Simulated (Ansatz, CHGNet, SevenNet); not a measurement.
Ge₂Sb₂Te₅ (model structure, started from the Ge2Sb2Te5-Kooi type, P-3m1, No. 164, 9 atoms in the cell): equilibrium lattice constant a by level of theory

No measured value is used here.

| level (code) | value (Å) |
|---|---|
| CHGNet 0.3.0 | 4.274 |
| CHGNet-r²SCAN | 4.253 |
| SevenNet-l3i5 | 4.292 |
| PBE (Ansatz) | 4.296 |
| PBEsol (Ansatz) | 4.226 |
| r²SCAN (Ansatz) | 4.269 |

Cutoffs differ between the levels. Ansatz's density-functional and Hartree–Fock values are scalar-relativistic unless marked +SOC, with PAW data made under PBE.

Machine-learned potentials (CHGNet 0.3.0, CHGNet-r²SCAN, SevenNet-l3i5) are trained on DFT data: a solid inside that data is no test of them.

A model structure was made by putting elements into a prototype or built by hand; it is no filed structure, need not be a known phase, and can be a saddle point held by its symmetry.

Ansatz is a quantum-chemistry and plane-wave program.
